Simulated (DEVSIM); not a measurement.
Device: Al/Si3N4/SiO2/n-Si capacitor, at 300 K.

Layer 1 from the left is Si3N4, thickness (nm) 13.0. Layer 2 from the left is SiO2, thickness (nm) 0.500. Layer 3 from the left is Si, thickness (nm) 3600, Nd (cm⁻³) 2.6e16.

Metal gate on the left, work function 4.1 eV. Fixed charge at the semiconductor interface 0 cm⁻² (in units of +e); no interface traps.

This is a model device: material constants are rounded textbook-type values typed into the input, and sizes, dopings and lifetimes were drawn at random. Values at 300 K.

Si3N4: gap (eV) 5.1, affinity (eV) 2.1, permittivity 7.5. SiO2: gap (eV) 9, affinity (eV) 0.9, permittivity 3.9. Si: gap (eV) 1.124, affinity (eV) 4.05, permittivity 11.7, Nc (cm⁻³) 2.86e19, Nv (cm⁻³) 3.1e19.

Simulated with DEVSIM: 1D Poisson equation in equilibrium, Boltzmann statistics, complete ionisation; no quantum confinement or tunnelling. Metal contacts follow the ideal Schottky-Mott rule: no Fermi-level pinning, no interface dipoles.

Task: What does the simulation give for the minimum of the low-frequency capacitance?

Result: minimum of the low-frequency capacitance 0.0538 μF/cm².
